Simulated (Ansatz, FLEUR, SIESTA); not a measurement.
Code comparison for NiPbF₆ (R-3, 8 atoms in the cell)

Self-consistent single point.

```
NiPbF6
1.0
    2.58187     1.49064     4.80734
   -2.58187     1.49064     4.80734
    0.00000    -2.98129     4.80734
Ni Pb F
1 1 6
Direct
  0.00000   0.00000   0.00000
  0.50000   0.50000   0.50000
  0.39328   0.08912   0.76111
  0.60672   0.91088   0.23889
  0.76111   0.39328   0.08912
  0.23889   0.60672   0.91088
  0.08912   0.76111   0.39328
  0.91088   0.23889   0.60672
```
Moments meant for the start (each program seeds them in its own way; μB, in the order of the atoms Ni Pb F F F F F F): 2.0 0.0 0.0 0.0 0.0 0.0 0.0 0.0.

Shared settings, as Ansatz (a first-principles code) writes them: kpoints.mp_grid.grid = 1 1 1; scf.occupations.method = fermi_dirac; scf.occupations.width = 0.02 eV. Potentials and cutoffs stand in the table.

| code | model | pressure (GPa) | largest force (eV/Å) | size of the net moment (μB/atom) | cutoff |
|---|---|---|---|---|---|
| FLEUR | PBEsol, all-electron FLAPW (FLEUR), scalar-relativistic valence | – | – | 0.25 | Kmax 4.7 1/bohr |
| Ansatz | PBEsol, PAW files made with PBE | -2.00 | 0.180 | 0.25 | default |
| SIESTA | GGA PBEsol, numerical atomic orbitals TZP, PseudoDojo PBEsol standard norm-conserving potentials (rewritten from UPF to PSML) | -3.51 | 0.590 | 0.25 | grid 300 Ry |

A dash marks a value that a program does not give, or that is left out as unsure.

On Ansatz's run: spin-orbit coupling is off. With one magnetic atom in the cell only a parallel order is possible.

The spread over the programs that give each value: pressure within 1.51 GPa; largest force within 0.410 eV/Å; size of the net moment within 0.00 μB/atom.

SIESTA uses small atom-centred bases, whose incompleteness enters pressures, forces and empty levels differently from a plane-wave cutoff. FLEUR treats all electrons, but the usual bases taken here (sphere radii, linearisation, local orbitals, empty states) were not tested for convergence, so the values are no reference for the others. Ansatz's pressure is given at a fixed set of plane waves, as the other plane-wave codes print theirs; with its correction for the finite basis it is -1.63 GPa (the shift of 0.37 GPa shows how far the cutoff is from converged).

On the base mesh (3 3 3) the same programs gave: Ansatz pressure -4.50 GPa; SIESTA pressure -6.82 GPa.

The values differ from the base mesh's, so the mesh still matters here: the table compares the programs at equal settings.

The starting cell comes from a database of computed structures (which also holds hypothetical and non-ambient phases and stackings), without a prior relaxation at this level. Its lattice was rescaled by a random factor within 2.5 % of one.

Left out of this page: CP2K (failed or unconverged); Elk (unsound by tests on forces, stress, charge or solver warnings).

Keys are those of Ansatz 0.2.
